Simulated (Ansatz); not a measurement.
An ideal cubic perovskite cell is held by its symmetry; such compounds can tilt or shift off centre at room temperature.

 Where the default PAW files enter, the runs use the earlier of Ansatz's two default sets.

Given:

```
CsSnI3
1.0
    6.28623     0.00000     0.00000
    0.00000     6.28623     0.00000
    0.00000     0.00000     6.28623
Cs Sn I
1 1 3
Cartesian
  3.14311   3.14311   3.14311
  0.00000   0.00000   0.00000
  3.14311   0.00000   0.00000
  0.00000   3.14311   0.00000
  0.00000   0.00000   3.14311
```

Space group of this cell: Pm-3m, cubic perovskite. The cell is taken as given.

Method: r2SCAN (plane waves, PAW; Ansatz, a first-principles code).

The current runs along the normal of the first two printed vectors; no spin-orbit coupling. Scaled by the factor s: all lengths (ions clamped). Meshes 6×6×6 and 6×6 across the current in all rows.

```tsv
s	mean pressure (GPa)	slowest mid-gap decay constant κ (1/Å)
0.98	0.6	?
1.00	-0.5	0.042
1.02	-1.3	0.059
```

Take the slope of the slowest mid-gap decay constant κ against ln s from the two given rows, extrapolate to s = 0.98, and say what the run there gives.

Slope = (0.059 − 0.042) / ln 1.02 = 0.858 1/Å. The line gives 0.042 + (0.858) × ln 0.98 = 0.025 1/Å. The run gives 0.022 1/Å, 0.003 1/Å under the line, 15 % of the predicted step.
